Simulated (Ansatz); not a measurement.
Consider HfSiO$_{4}$ (space group I4_1/amd, No. 141; a = 6.582 Å, c = 5.971 Å).

Level of theory: Ansatz (a program for electronic structure), r2SCAN, PAW, cutoff 500 eV, no SOC.

For the base:

The volume per atom is 10.78 Å³.

Now apply this change: Se takes the place of O on all its sites; the structure is relaxed again.

What does the calculation give for the volume per atom after the change?

The volume per atom increases by 13.79 Å³ (10.78 Å³ → 24.57 Å³).

Whether these cells are dynamically stable was not tested. As relaxed here, HfSiSe4 is a hypothetical phase, not in the database extracts checked.
